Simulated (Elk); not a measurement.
Elk run on Sn (I4_1/amd, 2 atoms in the cell): self-consistent single point.

Level of theory: PBE, all-electron FP-LAPW, Elk's shipped species files, APW+lo basis with extra local orbitals (Elk).

The change in words: lattice scaled by 0.98. Reference geometry:
```
CELL_PARAMETERS angstrom
     -2.94984     2.94984     1.60458
      2.94984    -2.94984     1.60458
      2.94984     2.94984    -1.60458
ATOMIC_POSITIONS crystal
  Sn 0.75000 0.25000 0.50000
  Sn 0.00000 0.00000 0.00000
```

Reference input (self-consistent single point, DFT, PBE, all-electron FP-LAPW, Elk's shipped species files, APW+lo basis with extra local orbitals): xctype = 20; rgkmax = 7.5; swidth = 0.00499791 Ha; ngridk = 9 9 9; tforce = true; gmaxvr = 18 1/bohr; lmaxapw = 10; lmaxo = 8; nxlo = 2; lorbcnd = true; lradstp = 2; nrmtscf = 2. This run's input differs from it in these lines:

```diff
@@ -43,5 +43,5 @@
 avec
-   -5.5743934909    5.5743934909    3.0322129656
-    5.5743934909   -5.5743934909    3.0322129656
-    5.5743934909    5.5743934909   -3.0322129656
+   -5.4629053187    5.4629053187    2.9715678748
+    5.4629053187   -5.4629053187    2.9715678748
+    5.4629053187    5.4629053187   -2.9715678748
```

Log, with long lists cut:

```
│ Self-consistent loop started │
│ Loop number : 1 │
 total energy                :     -12365.9351314
│ Loop number : 2 │
 total energy                :     -12365.9148672
RMS change in Kohn-Sham potential (target) :   0.7076557509E-01 (  0.1000000000E-05)
Absolute change in total energy (target)   :   0.2026421086E-01 (  0.1000000000E-03)
│ Loop number : 3 │
 total energy                :     -12365.5892993
RMS change in Kohn-Sham potential (target) :   0.6768106815E-01 (  0.1000000000E-05)
Absolute change in total energy (target)   :   0.3306339953     (  0.1000000000E-03)
│ Loop number : 4 │
   [... lines left out ...]
Absolute change in total energy (target)   :   0.1295161392E-02 (  0.1000000000E-03)
│ Loop number : 13 │
 total energy                :     -12358.2135990
RMS change in Kohn-Sham potential (target) :   0.2703686917E-07 (  0.1000000000E-05)
Absolute change in total energy (target)   :   0.3229137346E-03 (  0.1000000000E-03)
│ Loop number : 14 │
 total energy                :     -12358.2135984
RMS change in Kohn-Sham potential (target) :   0.1599735553E-07 (  0.1000000000E-05)
Absolute change in total energy (target)   :   0.8132699259E-04 (  0.1000000000E-03)
Convergence targets achieved

│ Loop number : 15 │

Energies :
 Fermi                       :     0.265145636048
 total energy                :     -12358.2136011

Density of states at Fermi energy :    23.83875530
 (states/Hartree/unit cell)

Estimated indirect band gap :   0.1026223502E-02
 from k-point     21 to k-point      7
Estimated direct band gap   :   0.1312507270E-01
 at k-point     53

Charges :
 core                        :    60.00000000
 valence                     :    40.00000000
 interstitial                :    3.719218337
 muffin-tins (core leakage)
  species :    1 (Sn)
   atom    1                 :    48.14039083     (  0.6648458693E-04)
   atom    2                 :    48.14039083     (  0.6648458693E-04)
 total in muffin-tins        :    96.28078166
 total calculated charge     :    99.99988463
   [... lines left out ...]
   total force               :     0.00000000    0.00000000    0.00000000
   total magnitude           :     0.00000000
  atom :    2
   Hellmann-Feynman          :    -0.00000000   -0.00000000    0.00000000
   IBS                       :     0.00000000    0.00000000    0.00000000
   total force               :     0.00000000    0.00000000    0.00000000
   total magnitude           :     0.00000000
```

The run converged in 15 iterations. The count includes the last loop, which Elk runs after its targets are met. Against the reference run the free energy rises by 27.1 meV/atom.

The starting cell comes from a database of computed structures (which also holds hypothetical and non-ambient phases and stackings), without a prior relaxation at this level. Its lattice was rescaled by a random factor within 2.5 % of one. For this run, on top of that: lattice scaled by 0.98. Values depend on the basis (sphere radii, cutoffs, local orbitals), which need not be converged. The log's line on a gap gives a spacing of levels on this mesh, which the program prints for metals too.

Cost on one core of a shared machine: roughly 70 s.
